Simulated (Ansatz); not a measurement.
## C on the N site + Si on the Ga site in wurtzite GaN

The numbers are results of PBE, PAW (plane waves to 420 eV; Ansatz, a quantum-chemistry and plane-wave program), not measurements. Set-up: 96-site cell; 2×2×2 shifted k-points; start: the N site; Ga 1.98 Å away, along c; finite-size errors of tenths of an eV; relaxed from one start, so a lower configuration may exist; flagged in the runs: a host whose relaxation on this sampling wasn't shown to rest.

Neighbours after relaxation, in Å: of the C atom: Si 1.83, Ga 1.98, Ga 1.98, Ga 1.98, N 3.00, N 3.00, N 3.00; of the Si atom: N 1.82, N 1.82, N 1.82, C 1.83.

| charge | moment (μB) | largest move off a lattice site (Å) |
|---|---|---|
| 0 | not spin-polarised | 0.15 |

Flagged in the runs: a host whose relaxation on this sampling wasn't shown to rest.

All states together cost around 26 core-minutes (rough).
